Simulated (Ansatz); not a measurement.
## CdI2: stress against strain

CdI2 (1T layered, P-3m1, 32.611 Å³/atom at rest, c along z) under an equal strain ε in the (0001) plane with the normal axis free, as in a coherent film. PBEsol-D3(BJ) in Ansatz, a plane-wave DFT program (PAW, default set), 420 eV, 9×9×5 Γ-centred mesh, Fermi-Dirac smearing 0.05 eV; ions are relaxed within the symmetry of each cell. Stress is positive for a compressed cell.

Here s stands for strain and y for stress xx.

```
strain (%)  stress xx (GPa)
----------  ---------------
-3.00                     ?
-1.50                  0.88
-1.00                  0.57
-0.50                  0.28
0.00                   0.00
0.50                  -0.28
1.00                  -0.54
1.50                  -0.80
```

Fit y against s with a straight line, and predict the withheld value at s = -3.00.

Means: s 0, y 0.016. About the means, the sum of products is -3.9100 and the sum of squares of s is 7.0000; the slope is their ratio. Least squares gives y = 0.016 - 0.5586·s. Residuals (row less fit): 0.026, -0.005, -0.015, -0.016, -0.017, 0.003, 0.022; standard error 0.020 (degrees of freedom: 5). The slope gives the biaxial elastic modulus of this plane = 56 ± 0.7 GPa. At the withheld row, y = 0.016 - 0.5586 × (-3.0) = 1.692 GPa. The calculation gives 1.88 GPa, 0.188 GPa above the prediction (7.0 % of the range of y in the table). The row lies outside the fitted rows, so this is an extrapolation. From the scatter of the fitted rows alone, a prediction at this place has a standard error of 0.031 GPa, so the miss is 6.1 times that.

One order more, fitted to all 13 runs of the series, follows each within 0.01, so the miss is the next term of a smooth law. Rows are the converged runs of the series near zero and its far end; series whose fitted rows scatter by over a few per cent of the range, as at a crossing or softening among them, aren't shown in this form. Most that stay on the fit to the last digits aren't either.
